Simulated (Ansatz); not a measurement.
The starting structures come from a database of crystals and need not be the phases stable at ambient conditions.

Input:

```xyz
10
Lattice="5.2458 0.0000 0.0000 2.6229 4.5430 0.0000 2.6229 1.5143 4.6849" Properties=species:S:1:pos:R:3 pbc="T T T"
Li     7.8687     4.5430     3.8858
Li     2.6229     1.5143     1.6970
Zr     7.8687     4.5430     0.0121
Te     5.2458     3.0287     2.2898
O      6.8705     2.8549     3.3256
O      4.2830     1.7086     3.3256
O      4.5840     4.5225     3.3256
O      6.1035     4.3178     1.0826
O      5.9334     1.6413     1.0826
O      3.7006     3.1269     1.0826
```

Space group of this cell: R3. The cell is taken as given; by PBEsol its mean pressure is -6.3 GPa.

Transport runs along the normal of the first two printed cell vectors, the (001) plane of the conventional cell.

The gap is the functional's own. No spin-orbit coupling. Mid-gap values are interpolated on the energy grid.

### Question
Compute, with PBEsol (Ansatz, a quantum-chemistry and plane-wave program), the band gap and the smallest decay constant κ at mid-gap.

### Answer
Gap 2.79 eV on a 8×8×8 mesh; κ = 0.330 1/Å, at the zone centre.
